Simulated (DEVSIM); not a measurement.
Structure: Pd/AlN/SiO2/p-Si capacitor, at 300 K.

| layer (left to right) | material | thickness (nm) | Na (cm⁻³) |
|---|---|---|---|
| 1 | AlN | 3.90 | - |
| 2 | SiO2 | 1.10 | - |
| 3 | Si | 15000 | 1.5e15 |

Metal gate on the left, work function 5.2 eV. Fixed charge at the semiconductor interface -2.3e11 cm⁻² (in units of +e); no interface traps.

The device is made up for the run: typed textbook-type constants, with dimensions and the other settings drawn at random. Values at 300 K.

```csv
parameter,AlN,SiO2,Si
gap (eV),6.1,9,1.124
affinity (eV),1.9,0.9,4.05
permittivity,8.5,3.9,11.7
Nc (cm⁻³),-,-,2.86e19
Nv (cm⁻³),-,-,3.1e19
```

Model (solved in DEVSIM): 1D Poisson equation in equilibrium, Boltzmann statistics, complete ionisation; no quantum confinement or tunnelling. Metal contacts follow the ideal Schottky-Mott rule: no Fermi-level pinning, no interface dipoles.

The interface trap density was swept, all else fixed.

```
interface trap density (cm^-2 eV^-1)  threshold voltage (band bending 2φF) (V)  flat-band voltage (V)  minimum of the low-frequency capacitance (μF/cm²)
------------------------------------  ----------------------------------------  ---------------------  -------------------------------------------------
0                                                                         0.94                   0.31                                             0.0165
1e10                                                                      0.94                   0.31                                             0.0181
1e11                                                                      0.95                   0.31                                             0.0320
3e11                                                                      0.96                   0.31                                             0.0617
1e12                                                                      1.01                   0.30                                              0.154
2e12                                                                      1.08                   0.29                                              0.263
```

From the first row to the last the threshold voltage (band bending 2φF) goes from 0.94 to 1.08. From the first row to the last the flat-band voltage goes from 0.31 to 0.29.
